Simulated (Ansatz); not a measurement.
Take SiC (space group P6_3mc, No. 186) as the base.

```xyz
8
Lattice="3.0941 0.0000 0.0000 -1.5471 2.6796 0.0000 0.0000 0.0000 10.1292" Properties=species:S:1:pos:R:3 pbc="T T T"
Si     0.0000     0.0000     0.0031
Si     0.0000     0.0000     5.0677
Si     1.5471     0.8932     7.5994
Si     0.0000     1.7864     2.5349
C      0.0000     0.0000     8.2335
C      0.0000     0.0000     3.1690
C      1.5471     0.8932     5.6948
C      0.0000     1.7864     0.6302
```

The values are results of Ansatz (a quantum-chemistry and plane-wave program), PBE, PAW, cutoff 420 eV, no SOC, earlier PAW set, not measurements.

One change was made to it. Results:

The gap character is still indirect, Γ → M; the band gap hardly moves (2.22 eV against 2.23 eV); the shortest interatomic distance decreases by 0.0026 Å, from 1.893 Å to 1.891 Å; the valence-band top at Γ (three highest levels, from the VBM) stays 0.00, 0.00, -0.05 eV.

What was done to the base?
A) pressure 22.5 GPa
B) pressure 0.9 GPa
C) pressure 9 GPa

B, pressure 0.9 GPa. For comparison, the shortest interatomic distance in the other runs: pressure 22.5 GPa gives 1.838 Å; pressure 9 GPa gives 1.869 Å.

Load acts through the strain it causes; cell and atoms are relaxed under it. No phonon test of stability was made. Competing high-pressure phases were not computed.
